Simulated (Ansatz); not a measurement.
**H-capped Ge nanowire along [100], 25 atoms a period besides the caps**

Levels: PBE (plane waves to 420 eV, PAW; Ansatz, a quantum-chemistry and plane-wave program); PBE with spin-orbit coupling (Ansatz); r2SCAN (plane waves to 500 eV, PAW; Ansatz). Unmarked values and the geometry are of the first. Mesh 1×1×6. No spin polarisation. One-dimensional cell, images about 11 Å apart. An idealised model, cut from the bulk lattice. It keeps the symmetry and period of its start, so it need not be a minimum against all distortions. Values not marked SOC lack spin–orbit coupling. Buckling under compression is shut out by symmetry and the short period.

| Quantity | Result |
|---|---|
| period along the axis (45 atoms) | 5.742 Å |
| largest distance between nuclei across the axis | 13.35 Å |
| energy over the bulk Ge and H2 molecule | +179 meV per atom other than the caps |
| PBE gap | 2.52 eV, indirect, from Γ to the zone edge |
| electron mass along the axis (PBE) | 2.7 mₑ |
| hole mass along the axis (PBE) | 10 mₑ |
| valence and conduction edges under the vacuum level (PBE) | 5.37 and 2.85 eV |
| PBE+SOC gap at this geometry | 2.47 eV |
| r2SCAN gap at this geometry | 2.85 eV |
| axial stiffness dF/dε | 48 nN |

```yaml
crystal:
  lattice:
    - [24.50000, 0.00000, 0.00000]
    - [0.00000, 24.50000, 0.00000]
    - [0.00000, 0.00000, 5.74241]
  atoms:
    - { symbol: Ge, position: [0.26729, 0.50000, 0.00000] }
    - { symbol: Ge, position: [0.32539, 0.44252, 0.75353] }
    - { symbol: Ge, position: [0.32539, 0.55748, 0.24647] }
    - { symbol: Ge, position: [0.38407, 0.38407, 0.99569] }
    - { symbol: Ge, position: [0.38303, 0.50000, 0.50000] }
    - { symbol: Ge, position: [0.38407, 0.61593, 0.00431] }
    - { symbol: Ge, position: [0.44252, 0.32539, 0.75353] }
    - { symbol: Ge, position: [0.44153, 0.44153, 0.25067] }
    - { symbol: Ge, position: [0.44153, 0.55847, 0.74933] }
    - { symbol: Ge, position: [0.44252, 0.67461, 0.24647] }
    - { symbol: Ge, position: [0.50000, 0.26729, 0.00000] }
    - { symbol: Ge, position: [0.50000, 0.38303, 0.50000] }
    - { symbol: Ge, position: [0.50000, 0.50000, 0.00000] }
    - { symbol: Ge, position: [0.50000, 0.61697, 0.50000] }
    - { symbol: Ge, position: [0.50000, 0.73271, 0.00000] }
    - { symbol: Ge, position: [0.55748, 0.32539, 0.24647] }
    - { symbol: Ge, position: [0.55847, 0.44153, 0.74933] }
    - { symbol: Ge, position: [0.55847, 0.55847, 0.25067] }
    - { symbol: Ge, position: [0.55748, 0.67461, 0.75353] }
    - { symbol: Ge, position: [0.61593, 0.38407, 0.00431] }
    - { symbol: Ge, position: [0.61697, 0.50000, 0.50000] }
    - { symbol: Ge, position: [0.61593, 0.61593, 0.99569] }
    - { symbol: Ge, position: [0.67461, 0.44252, 0.24647] }
    - { symbol: Ge, position: [0.67461, 0.55748, 0.75353] }
    - { symbol: Ge, position: [0.73271, 0.50000, 0.00000] }
    - { symbol: H, position: [0.22999, 0.53625, 0.84707] }
    - { symbol: H, position: [0.22999, 0.46375, 0.15293] }
    - { symbol: H, position: [0.28890, 0.40556, 0.59774] }
    - { symbol: H, position: [0.28890, 0.59444, 0.40226] }
    - { symbol: H, position: [0.34728, 0.34728, 0.15127] }
    - { symbol: H, position: [0.34728, 0.65272, 0.84873] }
    - { symbol: H, position: [0.40556, 0.28890, 0.59774] }
    - { symbol: H, position: [0.40556, 0.71110, 0.40226] }
    - { symbol: H, position: [0.53625, 0.22999, 0.84707] }
    - { symbol: H, position: [0.46375, 0.22999, 0.15293] }
    - { symbol: H, position: [0.46375, 0.77001, 0.84707] }
    - { symbol: H, position: [0.53625, 0.77001, 0.15293] }
    - { symbol: H, position: [0.59444, 0.28890, 0.40226] }
    - { symbol: H, position: [0.59444, 0.71110, 0.59774] }
    - { symbol: H, position: [0.65272, 0.34728, 0.84873] }
    - { symbol: H, position: [0.65272, 0.65272, 0.15127] }
    - { symbol: H, position: [0.71110, 0.40556, 0.40226] }
    - { symbol: H, position: [0.71110, 0.59444, 0.59774] }
    - { symbol: H, position: [0.77001, 0.46375, 0.84707] }
    - { symbol: H, position: [0.77001, 0.53625, 0.15293] }
```
